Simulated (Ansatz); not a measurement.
System: GeSiO3 (model structure, started from the PbTiO3 type, P4mm, No. 99, 5 atoms in the cell). Method: r²SCAN+SOC in Ansatz (plane waves, PAW).

Numerical settings: plane-wave cutoff 560 eV, 10×10×8 k mesh (along the axes of the cell as run), Fermi–Dirac smearing 0.01 eV, PAW data made under PBE.

Cell (relaxed with PBE-D3(BJ)):

```xyz
5
Lattice="3.4223 0.0000 0.0000 0.0000 3.4223 0.0000 0.0000 0.0000 4.4557" Properties=species:S:1:pos:R:3 pbc="T T T"
Si     1.7112     1.7112     2.6932
Ge     0.0000     0.0000     0.6777
O      0.0000     1.7112     2.1525
O      1.7112     0.0000     2.1525
O      1.7112     1.7112     4.3110
```

What does this level give for the band gap, smallest direct gap on the k points sampled and Γ–Γ gap?


band gap: 2.31 eV (indirect)
smallest direct gap on the k points sampled: 2.89 eV
Γ–Γ gap: 5.37 eV

Note: the relaxation could raise the start's symmetry but not lower it, so the cell can be a saddle point; cell and atoms aren't relaxed at this level (largest force component 0.39 eV/Å, pressure -3.2 GPa).

The computed numbers hold no vibrational or temperature effects.

It cost roughly 4 core-minutes of CPU time.

A model structure was made by putting elements into a prototype or built by hand; it is no filed structure, need not be a known phase, and can be a saddle point held by its symmetry.

Ansatz is a quantum-chemistry and plane-wave program.
